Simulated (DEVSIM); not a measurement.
Device: Mo/Al2O3/p-Si capacitor, at 300 K.

```
layer (left to right)  material  thickness (nm)  Na (cm⁻³)
---------------------  --------  --------------  ---------
1                         Al2O3            15.0          -
2                            Si             660     7.6e17
```

Metal gate on the left, work function 4.6 eV. Fixed charge at the semiconductor interface -1.2e10 cm⁻² (in units of +e); no interface traps.

Constants are typed, rounded textbook-type inputs, not results; the design itself was drawn at random and stands for no fabricated device. Values at 300 K.

```
parameter      Al2O3       Si
-------------  -----  -------
gap (eV)         6.8    1.124
affinity (eV)   1.35     4.05
permittivity       9     11.7
Nc (cm⁻³)          -  2.86e19
Nv (cm⁻³)          -   3.1e19
```

DEVSIM, 1D Poisson equation in equilibrium, Boltzmann statistics, complete ionisation; no quantum confinement or tunnelling. Metal contacts follow the ideal Schottky-Mott rule: no Fermi-level pinning, no interface dipoles.

Base results: flat-band voltage (V) -0.47; minimum of the low-frequency capacitance (μF/cm²) 0.185.

Problem. What follows from this one change: interface trap density 0 → 2e+12 cm^-2 eV^-1?

Solution. flat-band voltage -0.47 → -0.76 V; minimum of the low-frequency capacitance 0.185 → 0.283 μF/cm².

Problem. What follows from this one change: fixed charge -1.2e+10 → -1.077e+12 cm^-2?

Solution. flat-band voltage -0.47 → -0.15 V; minimum of the low-frequency capacitance 0.185 → 0.190 μF/cm².

Problem. What follows from this one change: gate work function 4.6 → 4.75 eV?

Solution. flat-band voltage -0.47 → -0.32 V; minimum of the low-frequency capacitance little changed (0.188 μF/cm²).

Problem. What follows from this one change: substrate doping 7.6e+17 → 7.6e+16 cm^-3?

Solution. flat-band voltage -0.47 → -0.41 V; minimum of the low-frequency capacitance 0.185 → 0.0864 μF/cm².
